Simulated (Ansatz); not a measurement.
**Si well of 9 atomic layers along [001] in random Si0.5Ge0.5, 5 % Ge through the well**

Prepared with Tersoff's 1989 multicomponent potential (SiCGe.tersoff) (LAMMPS): minimisation. Geometry as solved with PBE, support functions at accuracy medium on the grid of 370 eV (Ansatz, a first-principles code).

```xyz
648
Lattice="16.85 0.00 0.00 0.00 16.85 0.00 0.00 0.00 50.04" Properties=species:S:1:pos:R:3 pbc="T T T"
Si    -0.01     0.00    -0.03
Ge     1.39     1.42     1.38
Si     2.83     2.80    -0.04
Ge     4.20     4.25     1.36
Si     2.80     0.03     2.80
Ge     4.18     1.43     4.21
Si    -0.01     2.83     2.81
Si     1.42     4.18     4.17
Ge    -0.01     0.08     5.60
Si     1.42     1.45     7.03
Si     2.76     2.83     5.61
Ge     4.22     4.21     6.99
Si     2.81     0.08     8.41
Si     4.23     1.42     9.76
Si     0.05     2.82     8.41
Si     1.43     4.19     9.76
Ge     0.03     0.06    11.27
Si     1.45     1.45    12.63
Ge     2.85     2.82    11.19
Si     4.25     4.22    12.62
Ge     2.83     0.04    14.04
Si     4.22     1.44    15.44
Ge     0.02     2.84    14.02
Si     1.39     4.24    15.46
Si     0.01    -0.01    16.89
Si     1.39     1.39    18.23
Ge     2.80     2.82    16.84
Si     4.24     4.24    18.21
Si     2.80    -0.01    19.56
Si     4.22     1.40    20.90
Si     0.00     2.81    19.57
Si     1.41     4.20    20.92
Si     0.00     0.01    22.27
Si     1.41     1.41    23.61
Si     2.82     2.80    22.26
Si     4.22     4.20    23.62
Si     2.81     0.01    24.97
Si     4.20     1.42    26.33
Si     0.01     2.81    24.96
Si     1.41     4.21    26.31
Si    -0.02     0.01    27.66
Si     1.36     1.43    29.00
Si     2.79     2.81    27.68
Si     4.19     4.19    29.06
Ge     2.79     0.00    30.37
Ge     4.23     1.45    31.77
Si    -0.04     2.79    30.38
Ge     1.35     4.24    31.78
Si    -0.01     0.04    33.19
Ge     1.38     1.41    34.66
Ge     2.81     2.84    33.22
Si     4.24     4.24    34.58
Si     2.82     0.01    36.05
Si     4.17     1.40    37.42
Si    -0.04     2.84    36.04
Si     1.38     4.19    37.40
Ge    -0.02     0.03    38.83
Si     1.41     1.43    40.19
Si     2.75     2.78    38.77
Ge     4.16     4.18    40.18
Ge     2.79     0.02    41.62
Si     4.19     1.39    43.08
Ge     0.03     2.80    41.64
Si     1.44     4.18    43.05
Si     0.00     0.00    44.34
Ge     1.42     1.36    45.78
Si     2.82     2.80    44.41
Ge     4.22     4.23    45.81
Si     2.83    -0.01    47.24
Si     4.17     1.44    48.60
Ge    -0.02     2.76    47.25
Ge     1.44     4.22    48.61
Ge    -0.02     5.59     0.02
Ge     1.43     7.03     1.43
Si     2.83     8.44     0.00
Si     4.25     9.79     1.35
Si     2.80     5.58     2.82
Ge     4.25     7.01     4.18
Si    -0.02     8.38     2.81
Ge     1.40     9.78     4.18
Ge     0.01     5.60     5.55
Ge     1.47     7.00     6.99
Si     2.84     8.41     5.58
Ge     4.21     9.85     6.97
Si     2.82     5.59     8.43
Ge     4.20     6.99     9.88
Ge     0.02     8.41     8.41
Ge     1.44     9.84     9.85
Ge     0.01     5.55    11.19
Ge     1.42     7.03    12.61
Si     2.84     8.45    11.27
Si     4.22     9.78    12.69
Ge     2.85     5.59    14.06
Si     4.28     6.98    15.44
Ge    -0.05     8.43    14.03
Ge     1.44     9.84    15.41
Si     0.01     5.61    16.83
Si     1.39     6.99    18.22
Ge     2.83     8.36    16.81
Ge     4.23     9.86    18.23
Si     2.81     5.61    19.56
Si     4.21     7.01    20.91
Si     0.01     8.41    19.58
Si     1.40     9.83    20.93
Si     0.00     5.60    22.26
Si     1.41     7.01    23.59
Si     2.82     8.42    22.26
Si     4.21     9.83    23.61
Si     2.81     5.61    24.95
Si     4.20     7.03    26.28
Si    -0.02     8.39    24.92
Ge     1.38     9.82    26.31
Si     0.02     5.59    27.66
Si     1.44     6.98    29.00
Si     2.83     8.39    27.67
Si     4.23     9.80    28.98
Si     2.81     5.62    30.40
Si     4.18     6.98    31.81
Ge     0.00     8.40    30.38
Ge     1.45     9.78    31.82
Si    -0.02     5.62    33.24
Si     1.41     7.00    34.56
Si     2.83     8.35    33.21
Ge     4.21     9.82    34.60
Ge     2.79     5.60    35.98
Ge     4.20     7.08    37.41
Ge     0.04     8.39    36.02
Si     1.44     9.83    37.40
Si     0.02     5.62    38.75
Ge     1.38     7.06    40.17
Si     2.80     8.49    38.81
Si     4.16     9.84    40.22
Ge     2.79     5.62    41.65
Si     4.20     7.03    43.07
Si     0.02     8.47    41.61
Si     1.45     9.80    42.98
Ge     0.05     5.60    44.43
Ge     1.45     7.07    45.85
Si     2.84     8.45    44.39
Si     4.25     9.78    45.78
Si     2.84     5.63    47.23
Ge     4.24     7.04    48.63
Si     0.02     8.45    47.27
Si     1.44     9.77    48.65
Ge     0.04    11.19    -0.02
Si     1.39    12.63     1.39
Ge     2.76    14.06     0.00
Ge     4.21    15.48     1.42
Ge     2.83    11.20     2.74
Ge     4.26    12.60     4.22
Ge    -0.03    14.04     2.76
Ge     1.41    15.47     4.18
Ge     0.01    11.27     5.60
Si     1.43    12.61     7.02
Ge     2.81    14.02     5.63
Ge     4.21    15.48     7.05
Si     2.80    11.24     8.39
Ge     4.20    12.61     9.81
Ge     0.05    14.01     8.41
Ge     1.46    15.48     9.83
Si    -0.01    11.20    11.25
Ge     1.44    12.61    12.61
Si     2.82    14.03    11.21
Ge     4.23    15.39    12.63
Si     2.88    11.23    14.03
Si     4.22    12.63    15.43
Ge     0.01    14.04    14.05
Ge     1.43    15.44    15.51
Ge     0.02    11.23    16.89
Si     1.44    12.67    18.24
Si     2.86    14.01    16.85
Si     4.20    15.42    18.22
Si     2.79    11.26    19.61
Si     4.21    12.66    20.94
Si     0.01    14.05    19.58
Si     1.40    15.46    20.93
Si    -0.01    11.23    22.27
Si     1.39    12.64    23.61
Si     2.80    14.06    22.27
Si     4.21    15.45    23.61
Si     2.81    11.25    24.93
Si     4.20    12.63    26.29
Si     0.00    14.04    24.97
Si     1.40    15.45    26.31
Si    -0.03    11.27    27.69
Si     1.41    12.65    28.99
Si     2.81    14.04    27.64
Si     4.21    15.43    29.00
Ge     2.84    11.23    30.37
Ge     4.25    12.67    31.83
Ge    -0.03    14.03    30.38
Ge     1.39    15.43    31.86
Ge     0.00    11.25    33.19
Si     1.43    12.61    34.60
Si     2.78    14.00    33.24
Ge     4.19    15.41    34.63
Si     2.77    11.21    35.99
Ge     4.19    12.62    37.39
Ge     0.02    14.01    35.99
Ge     1.44    15.43    37.44
Ge     0.04    11.24    38.83
Si     1.42    12.65    40.25
Si     2.79    13.99    38.84
Ge     4.21    15.43    40.17
Si     2.79    11.22    41.60
Ge     4.22    12.60    43.02
Si     0.00    14.04    41.60
Si     1.35    15.45    42.98
Ge     0.02    11.22    44.36
Ge     1.44    12.62    45.82
Ge     2.80    14.10    44.40
Si     4.21    15.48    45.83
Ge     2.85    11.14    47.23
Ge     4.24    12.61    48.67
Ge     0.03    14.07    47.25
Si     1.41    15.51    48.63
Ge     5.61     0.08    -0.03
Si     7.02     1.43     1.40
Ge     8.45     2.83     0.01
Si     9.81     4.27     1.42
Ge     8.39     0.02     2.83
Si     9.80     1.44     4.19
Ge     5.65     2.85     2.80
Si     7.04     4.27     4.19
Ge     5.66     0.01     5.61
Si     7.02     1.44     7.02
Ge     8.42     2.86     5.62
Si     9.82     4.27     7.02
Ge     8.43     0.02     8.40
Si     9.82     1.44     9.82
Si     5.62     2.78     8.40
Ge     7.02     4.21     9.82
Ge     5.62    -0.01    11.16
Ge     7.06     1.39    12.61
Si     8.44     2.79    11.19
Ge     9.80     4.20    12.64
Si     8.44    -0.03    14.01
Ge     9.82     1.40    15.44
Ge     5.63     2.83    14.05
Si     7.04     4.24    15.46
Ge     5.60     0.03    16.85
Si     7.04     1.44    18.21
Si     8.41     2.83    16.83
Si     9.80     4.18    18.23
Si     8.43     0.01    19.56
Si     9.82     1.40    20.93
Si     5.62     2.82    19.56
Si     7.02     4.22    20.92
Si     5.62     0.00    22.26
Si     7.02     1.41    23.60
Si     8.42     2.82    22.26
Si     9.84     4.21    23.61
Si     8.45     0.04    24.92
Si     9.84     1.41    26.31
Si     5.62     2.80    24.97
Si     7.05     4.18    26.30
Si     5.60     0.04    27.70
Si     7.03     1.42    29.04
Si     8.43     2.79    27.67
Si     9.81     4.20    29.04
Si     8.46     0.02    30.37
Si     9.82     1.40    31.74
Si     5.65     2.85    30.38
Si     6.99     4.25    31.76
Ge     5.61    -0.01    33.19
Ge     7.05     1.39    34.62
Ge     8.42     2.83    33.13
Ge     9.88     4.22    34.57
Si     8.45    -0.02    35.99
Ge     9.85     1.42    37.36
Ge     5.58     2.82    36.02
Si     7.00     4.21    37.41
Si     5.57     0.00    38.75
Ge     6.98     1.33    40.21
Ge     8.39     2.81    38.80
Ge     9.83     4.21    40.25
Si     8.37    -0.05    41.64
Ge     9.81     1.39    42.97
Ge     5.57     2.78    41.64
Ge     6.99     4.30    43.01
Si     5.58    -0.01    44.43
Ge     6.99     1.38    45.86
Ge     8.40     2.83    44.42
Ge     9.81     4.28    45.83
Si     8.45     0.02    47.27
Si     9.81     1.41    48.63
Si     5.57     2.81    47.25
Ge     6.98     4.24    48.63
Si     5.64     5.67     0.02
Si     7.03     7.03     1.40
Si     8.39     8.40     0.01
Ge     9.80     9.80     1.40
Si     8.42     5.64     2.80
Si     9.84     6.99     4.16
Si     5.64     8.44     2.75
Si     7.01     9.84     4.15
Si     5.65     5.59     5.57
Ge     7.04     6.98     6.99
Ge     8.45     8.44     5.55
Si     9.80     9.87     6.99
Si     8.45     5.62     8.42
Si     9.78     7.01     9.82
Ge     5.61     8.40     8.41
Ge     7.07     9.81     9.83
Si     5.63     5.60    11.27
Si     7.00     7.00    12.64
Si     8.40     8.33    11.23
Ge     9.81     9.76    12.60
Si     8.37     5.61    14.04
Ge     9.78     7.04    15.42
Si     5.61     8.37    14.03
Ge     6.97     9.80    15.46
Si     5.65     5.61    16.83
Si     7.03     7.00    18.20
Si     8.40     8.42    16.86
Si     9.81     9.79    18.22
Si     8.42     5.61    19.57
Si     9.84     7.00    20.93
Si     5.63     8.37    19.56
Ge     7.03     9.82    20.92
Si     5.61     5.61    22.27
Si     7.02     7.00    23.62
Si     8.46     8.39    22.30
Si     9.84     9.82    23.62
Si     8.43     5.60    24.96
Si     9.83     7.01    26.32
Si     5.62     8.42    24.95
Si     7.03     9.81    26.30
Ge     5.63     5.61    27.67
Si     7.07     7.03    29.05
Si     8.44     8.42    27.66
Si     9.84     9.82    28.98
Si     8.42     5.59    30.40
Ge     9.83     7.00    31.82
Ge     5.62     8.41    30.44
Si     7.00     9.86    31.84
Si     5.58     5.59    33.16
Ge     6.95     7.01    34.60
Ge     8.40     8.46    33.23
Si     9.80     9.85    34.64
Ge     8.42     5.61    36.03
Si     9.79     7.06    37.41
Si     5.63     8.46    36.02
Si     7.05     9.81    37.38
Ge     5.63     5.61    38.80
Ge     7.07     7.04    40.21
Si     8.42     8.44    38.76
Ge     9.82     9.83    40.20
Si     8.47     5.66    41.64
Si     9.86     7.02    43.01
Ge     5.56     8.43    41.63
Ge     7.02     9.87    43.02
Si     5.60     5.69    44.44
Si     7.00     7.02    45.84
Ge     8.45     8.40    44.44
Si     9.85     9.82    45.85
Si     8.37     5.66    47.22
Ge     9.81     7.03    48.64
Si     5.62     8.42    47.17
Ge     7.02     9.82    48.61
Si     5.64    11.21     0.03
Si     7.04    12.57     1.41
Ge     8.42    13.98     0.00
Ge     9.83    15.42     1.43
Si     8.41    11.24     2.82
Si     9.80    12.63     4.22
Ge     5.68    14.04     2.80
Si     7.06    15.42     4.25
Si     5.69    11.21     5.59
Si     7.06    12.60     6.97
Si     8.43    14.01     5.61
Si     9.78    15.43     6.97
Si     8.43    11.25     8.38
Si     9.77    12.63     9.79
Ge     5.68    14.01     8.40
Si     7.05    15.44     9.80
Ge     5.61    11.20    11.28
Si     6.98    12.65    12.66
Ge     8.41    14.04    11.24
Si     9.81    15.47    12.63
Ge     8.39    11.23    14.02
Ge     9.79    12.66    15.48
Si     5.62    13.99    14.05
Ge     7.03    15.42    15.42
Si     5.61    11.28    16.82
Si     7.01    12.65    18.20
Si     8.41    14.06    16.88
Si     9.83    15.45    18.21
Si     8.44    11.25    19.53
Si     9.82    12.64    20.91
Si     5.61    14.04    19.57
Si     7.02    15.45    20.91
Si     5.60    11.25    22.29
Si     7.02    12.64    23.62
Si     8.42    14.04    22.26
Si     9.83    15.44    23.60
Si     8.43    11.23    24.96
Si     9.84    12.64    26.31
Si     5.60    14.03    24.94
Ge     7.03    15.47    26.31
Si     5.59    11.20    27.61
Ge     6.98    12.64    28.99
Si     8.47    14.05    27.66
Si     9.84    15.45    29.02
Ge     8.42    11.20    30.40
Ge     9.87    12.66    31.78
Si     5.60    14.08    30.37
Ge     7.04    15.45    31.74
Si     5.65    11.24    33.22
Si     7.01    12.59    34.64
Ge     8.41    14.02    33.24
Si     9.80    15.47    34.61
Si     8.41    11.23    36.02
Si     9.79    12.60    37.42
Si     5.62    13.99    35.99
Ge     7.02    15.41    37.38
Ge     5.64    11.19    38.83
Si     7.07    12.62    40.20
Si     8.41    13.97    38.79
Ge     9.75    15.41    40.21
Si     8.41    11.24    41.59
Ge     9.82    12.58    43.04
Ge     5.68    14.03    41.60
Si     6.98    15.48    43.05
Si     5.61    11.22    44.47
Si     7.01    12.57    45.83
Ge     8.36    14.03    44.44
Ge     9.83    15.43    45.87
Si     8.43    11.20    47.17
Ge     9.85    12.57    48.58
Ge     5.62    14.03    47.18
Ge     7.04    15.46    48.62
Ge    11.23     0.03    -0.02
Si    12.68     1.41     1.38
Si    14.08     2.78     0.04
Si    15.44     4.17     1.42
Si    14.07     0.04     2.76
Si    15.42     1.45     4.16
Ge    11.21     2.80     2.77
Ge    12.62     4.23     4.24
Ge    11.17    -0.01     5.56
Ge    12.63     1.42     6.97
Si    14.05     2.79     5.57
Ge    15.44     4.18     7.01
Ge    14.01     0.00     8.45
Ge    15.44     1.48     9.84
Ge    11.22     2.86     8.43
Si    12.66     4.21     9.86
Ge    11.22     0.04    11.24
Si    12.65     1.44    12.65
Si    14.01     2.84    11.27
Si    15.43     4.20    12.61
Si    13.98     0.04    14.05
Ge    15.46     1.36    15.45
Si    11.23     2.78    14.01
Ge    12.62     4.19    15.41
Si    11.23     0.00    16.86
Si    12.60     1.38    18.24
Ge    14.04     2.80    16.88
Si    15.47     4.24    18.23
Si    14.04     0.00    19.58
Si    15.44     1.41    20.92
Si    11.22     2.80    19.58
Si    12.64     4.20    20.92
Si    11.24     0.00    22.26
Si    12.63     1.40    23.62
Si    14.04     2.80    22.27
Si    15.44     4.21    23.61
Si    14.03     0.00    24.96
Si    15.44     1.41    26.30
Si    11.24     2.81    24.96
Si    12.63     4.21    26.31
Si    11.22    -0.02    27.64
Ge    12.64     1.42    29.03
Si    14.06     2.83    27.64
Si    15.45     4.21    29.02
Si    14.06     0.00    30.43
Si    15.47     1.39    31.78
Si    11.18     2.81    30.40
Ge    12.62     4.21    31.78
Ge    11.23     0.01    33.18
Si    12.66     1.40    34.61
Ge    14.09     2.80    33.21
Si    15.48     4.23    34.63
Si    14.04     0.05    35.99
Si    15.43     1.41    37.36
Si    11.27     2.79    35.95
Ge    12.64     4.23    37.33
Ge    11.24     0.03    38.87
Si    12.66     1.41    40.27
Ge    14.03     2.77    38.79
Ge    15.48     4.23    40.17
Si    14.09     0.02    41.61
Si    15.43     1.38    43.02
Si    11.26     2.79    41.61
Ge    12.61     4.19    43.06
Ge    11.25     0.02    44.44
Si    12.65     1.45    45.81
Si    14.04     2.75    44.40
Ge    15.40     4.18    45.80
Ge    14.05     0.06    47.22
Si    15.44     1.40    48.69
Ge    11.23     2.80    47.24
Ge    12.64     4.20    48.73
Si    11.20     5.63     0.04
Si    12.60     7.04     1.36
Si    13.96     8.42    -0.03
Ge    15.42     9.76     1.39
Ge    14.03     5.64     2.75
Si    15.46     7.02     4.16
Si    11.21     8.36     2.77
Ge    12.55     9.79     4.21
Si    11.16     5.61     5.60
Ge    12.59     6.95     7.02
Ge    14.03     8.37     5.59
Ge    15.42     9.84     7.02
Si    14.00     5.55     8.43
Ge    15.39     6.98     9.80
Ge    11.17     8.45     8.42
Si    12.62     9.84     9.78
Ge    11.24     5.65    11.21
Si    12.61     7.05    12.65
Ge    13.99     8.46    11.23
Si    15.43     9.86    12.61
Ge    14.06     5.64    14.01
Si    15.47     6.99    15.46
Si    11.23     8.39    14.02
Ge    12.65     9.80    15.39
Ge    11.20     5.61    16.86
Si    12.63     7.01    18.25
Ge    14.07     8.38    16.86
Si    15.45     9.82    18.26
Si    14.05     5.61    19.58
Si    15.45     7.02    20.93
Si    11.22     8.42    19.58
Si    12.63     9.83    20.92
Si    11.24     5.60    22.27
Si    12.64     7.02    23.62
Si    14.03     8.43    22.26
Si    15.43     9.83    23.61
Si    14.04     5.61    24.96
Si    15.47     6.98    26.29
Si    11.23     8.42    24.97
Si    12.61     9.85    26.30
Si    11.22     5.59    27.67
Si    12.65     6.96    29.01
Ge    14.05     8.42    27.66
Si    15.43     9.88    29.05
Si    14.04     5.58    30.36
Ge    15.40     6.98    31.82
Ge    11.27     8.42    30.38
Si    12.67     9.81    31.80
Si    11.28     5.65    33.22
Si    12.66     7.02    34.58
Si    14.00     8.41    33.19
Ge    15.42     9.80    34.60
Si    14.07     5.65    35.95
Si    15.45     6.97    37.38
Ge    11.23     8.42    36.01
Si    12.61     9.84    37.43
Ge    11.20     5.66    38.78
Ge    12.61     7.07    40.23
Ge    14.09     8.44    38.79
Si    15.49     9.82    40.23
Ge    14.04     5.62    41.61
Ge    15.48     7.05    43.01
Si    11.21     8.45    41.66
Si    12.59     9.83    43.05
Si    11.22     5.66    44.42
Si    12.55     7.04    45.83
Ge    13.98     8.42    44.45
Ge    15.43     9.85    45.88
Ge    13.97     5.64    47.21
Ge    15.42     7.06    48.63
Si    11.22     8.45    47.23
Si    12.62     9.81    48.62
Si    11.23    11.16    -0.04
Ge    12.57    12.61     1.39
Ge    14.03    14.07     0.03
Si    15.45    15.51     1.38
Ge    14.03    11.22     2.83
Si    15.44    12.64     4.19
Si    11.19    13.99     2.82
Ge    12.64    15.44     4.12
Si    11.15    11.22     5.60
Ge    12.60    12.59     7.00
Ge    14.04    14.02     5.58
Ge    15.45    15.45     7.01
Si    14.00    11.20     8.42
Ge    15.43    12.58     9.82
Ge    11.18    14.07     8.42
Si    12.59    15.46     9.82
Ge    11.19    11.23    11.16
Ge    12.62    12.62    12.64
Ge    14.01    14.06    11.20
Ge    15.40    15.49    12.66
Si    14.05    11.20    13.99
Ge    15.40    12.61    15.43
Ge    11.22    14.11    14.06
Si    12.61    15.52    15.45
Ge    11.24    11.21    16.86
Si    12.63    12.64    18.25
Ge    14.00    14.09    16.84
Si    15.46    15.47    18.24
Si    14.04    11.24    19.58
Si    15.45    12.64    20.92
Si    11.23    14.05    19.58
Si    12.64    15.44    20.92
Si    11.23    11.23    22.26
Si    12.64    12.64    23.60
Si    14.04    14.04    22.26
Si    15.44    15.45    23.61
Si    14.03    11.24    24.96
Si    15.43    12.65    26.32
Si    11.23    14.04    24.95
Si    12.63    15.43    26.31
Si    11.24    11.25    27.67
Si    12.64    12.64    29.04
Si    14.02    14.05    27.68
Si    15.41    15.47    29.01
Si    14.02    11.23    30.43
Si    15.42    12.61    31.76
Si    11.26    14.08    30.37
Si    12.63    15.46    31.74
Ge    11.24    11.17    33.20
Ge    12.63    12.64    34.61
Ge    14.03    14.05    33.13
Ge    15.43    15.49    34.58
Ge    14.04    11.24    36.07
Si    15.49    12.63    37.42
Ge    11.17    14.05    36.02
Ge    12.67    15.48    37.40
Si    11.21    11.22    38.76
Ge    12.63    12.59    40.16
Ge    14.11    14.05    38.82
Si    15.46    15.46    40.26
Ge    14.05    11.19    41.62
Si    15.47    12.63    42.96
Ge    11.23    14.02    41.61
Ge    12.68    15.45    43.00
Si    11.23    11.19    44.46
Si    12.62    12.58    45.83
Ge    14.06    13.96    44.42
Ge    15.47    15.47    45.79
Si    13.98    11.23    47.25
Ge    15.41    12.62    48.63
Si    11.25    13.98    47.19
Ge    12.61    15.42    48.58
```
